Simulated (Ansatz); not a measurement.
Start from Tl in the hcp (Mg type) structure (space group P6_3/mmc, No. 194; relaxed with 0.1 eV smearing).

```
Tl
1.0
    3.55511     0.00000     0.00000
   -1.77756     3.07882     0.00000
    0.00000     0.00000     5.51645
Tl
2
Direct
  0.33333   0.66667   0.75000
  0.66667   0.33333   0.25000
```

Cartesian axes are those of the cell as printed.

Computed with r2SCAN/PAW in Ansatz (an electronic-structure program), spin-orbit coupling left out, earlier PAW set.

For the base:

| Item | Result |
|---|---|
| Shortest interatomic distance | 343.8 pm |
| Band gap | zero |

The change: the cell is compressed by 0.31 % along y with no lateral relaxation, atoms relaxed at fixed cell.

### Question
Estimate the effect on the stress, energy relative to the base, shortest interatomic distance and band gap.

### Answer
The stress (xx, yy, zz, yz, xz, xy; compression positive) is (0.1, 0.1, 0.1, 0.0, 0.0, 0.0) GPa; the energy is nearly the same; the shortest interatomic distance shrinks by 0.4 pm, from 343.8 pm to 343.4 pm; the band gap is still zero.

The cells carry an imposed strain or load. Stability against distortions was not tested.
